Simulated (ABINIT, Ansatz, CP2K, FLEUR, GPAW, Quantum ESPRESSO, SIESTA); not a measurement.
Code comparison for CoGa (Pm-3m, 2 atoms in the cell)

Self-consistent single point, at a second geometry (lattice scaled by 0.98). First geometry:

```yaml
crystal:
  lattice:
    - [2.88000, 0.00000, 0.00000]
    - [0.00000, 2.88000, 0.00000]
    - [0.00000, 0.00000, 2.88000]
  atoms:
    - { symbol: Ga, position: [0.50000, 0.50000, 0.50000] }
    - { symbol: Co, position: [0.00000, 0.00000, 0.00000] }
```

Shared settings, as Ansatz (an electronic-structure program) writes them: kpoints.mp_grid.grid = 8 8 8; scf.occupations.method = fermi_dirac; scf.occupations.width = 0.1 eV. Potentials and cutoffs stand in the table.

```json
[
 {"code": "Ansatz", "model": "PBE, default PAW files", "ΔF from the first geometry (meV/atom)": "28.0", "pressure (GPa)": "12.84", "cutoff": "default"},
 {"code": "ABINIT", "model": "PBE, norm-conserving pseudopotentials (PseudoDojo nc-sr-05 PBE standard)", "ΔF from the first geometry (meV/atom)": "29.5", "pressure (GPa)": "13.31", "cutoff": "48 Ha"},
 {"code": "Quantum ESPRESSO", "model": "PBE, PseudoDojo standard norm-conserving (PBE) pseudopotentials", "ΔF from the first geometry (meV/atom)": "29.5", "pressure (GPa)": "13.33", "cutoff": "100 Ry"},
 {"code": "SIESTA", "model": "GGA PBE, numerical atomic orbitals DZP, PseudoDojo PBE standard norm-conserving potentials (rewritten from UPF to PSML)", "ΔF from the first geometry (meV/atom)": "30.0", "pressure (GPa)": "13.23", "cutoff": "grid 400 Ry"},
 {"code": "GPAW", "model": "PBE, GPAW PAW datasets PBE (gpaw-data 1.0.1)", "ΔF from the first geometry (meV/atom)": "38.5", "pressure (GPa)": "15.68", "cutoff": "850 eV"},
 {"code": "CP2K", "model": "PBE, GPW, DZVP-MOLOPT-SR-GTH basis, GTH-PBE potentials (GTH_POTENTIALS)", "ΔF from the first geometry (meV/atom)": "29.6", "pressure (GPa)": "13.53", "cutoff": "grid 600 Ry"},
 {"code": "FLEUR", "model": "PBE, all-electron FLAPW (FLEUR), scalar-relativistic valence", "ΔF from the first geometry (meV/atom)": "28.5", "pressure (GPa)": "–", "cutoff": "Kmax 4.5 1/bohr"}
]
```

A dash marks a value that a program does not give, or that is left out as unsure.

On Ansatz's run: spin polarisation is off.

The spread over the programs that give each value: ΔF from the first geometry within 10.5 meV/atom; pressure within 2.84 GPa.

SIESTA and CP2K use small atom-centred bases, whose incompleteness enters pressures, forces and empty levels differently from a plane-wave cutoff. FLEUR treats all electrons, but the usual bases taken here (sphere radii, linearisation, local orbitals, empty states) were not tested for convergence, so the values are no reference for the others. Ansatz's pressure is given at a fixed set of plane waves, as the other plane-wave codes print theirs; with its correction for the finite basis it is 12.97 GPa. In the pressure, GPAW (by 2.36) lies more than 1 GPa from the median of the plane-wave programs.

The starting cell has typed, rounded lattice constants, without a prior relaxation at this level. For this run, on top of that: lattice scaled by 0.98.

Left out of this page: Elk (not drawn, or without a comparable value).

Keys are those of Ansatz 0.2.
